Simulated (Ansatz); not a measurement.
The reference is TiSi2 (space group Fddd, No. 70; a = 4.7804 Å, b = 8.2321 Å, c = 8.5219 Å). Axes: x, y, z lie along a, b, c of the conventional cell.

Computed with r2SCAN (Ansatz, a program for electronic structure; PAW; 500 eV plane waves; no spin-orbit coupling), earlier PAW set.

Strains are applied to the cell and any free atomic positions relax; under biaxial strain the out-of-plane vector relaxes too; under stress the whole cell relaxes.

One change was made to it. Results:

```csv
quantity,base,after
energy relative to the base (free energy F),0 meV/atom,+3.9 meV/atom
shortest interatomic distance,2.520 Å,2.517 Å
```

Q: Which of these changes matches the shifts?
(A) strain tensor (xx, yy, zz, yz, xz, xy) = (+1.14, +0.24, −0.47, −1.09, +0.93, +0.52) %
(B) uniaxial stress, 2 GPa tension along x
(C) biaxial strain −2.91 %, plane normal [001], relaxed out of plane
(D) uniaxial strain ε_yy = −1.61 %

A: D, uniaxial strain ε_yy = −1.61 %. For comparison, the energy relative to the base in the other runs: strain tensor (xx, yy, zz, yz, xz, xy) = (+1.14, +0.24, −0.47, −1.09, +0.93, +0.52) % gives +5.8 meV/atom; uniaxial stress, 2 GPa tension along x gives +0.6 meV/atom; biaxial strain −2.91 %, plane normal [001], relaxed out of plane gives +28 meV/atom.

Without a gap, meshes like the base's 13×13×13 leave anisotropic stresses uncertain by several tenths of a GPa, and small strain energies with them. Beyond what the load breaks, stability against distortions was not tested. The final runs are not spin-polarised.
